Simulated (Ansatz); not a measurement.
The starting structures come from a database of crystals and need not be the phases stable at ambient conditions.

 Where the default PAW files enter, the runs use the earlier of Ansatz's two default sets.

Input:

```
CELL_PARAMETERS angstrom
      4.44836     0.00000     0.00000
      0.00000     7.54983     0.00000
     -1.55237     0.00000     7.63901
ATOMIC_POSITIONS crystal
  Ag 0.72895 0.49119 0.20641
  Ag 0.27105 0.50881 0.79359
  Ag 0.77105 0.99119 0.29359
  Ag 0.22895 0.00881 0.70641
  Ag 0.70176 0.30697 0.55709
  Ag 0.29824 0.69303 0.44291
  Ag 0.79824 0.80697 0.94291
  Ag 0.20176 0.19303 0.05709
  S  0.59915 0.23666 0.85946
  S  0.40085 0.76334 0.14054
  S  0.90085 0.73666 0.64054
  S  0.09915 0.26334 0.35946
```

Space group of this cell: P2_1/c. The cell is strained (lengths across the current scaled by 1.02, ions clamped); by PBEsol its mean pressure is -7.3 GPa.

Transport runs along the normal of the first two printed cell vectors.

No gap correction and no spin-orbit coupling; mid-gap values are interpolated between computed energies.

Estimate the band gap and the smallest decay constant κ at mid-gap that PBEsol in Ansatz (a quantum-chemistry and plane-wave program) returns for this system.

Gap 0.81 eV on a 8×4×4 mesh; κ = 0.132 1/Å, at the zone centre.
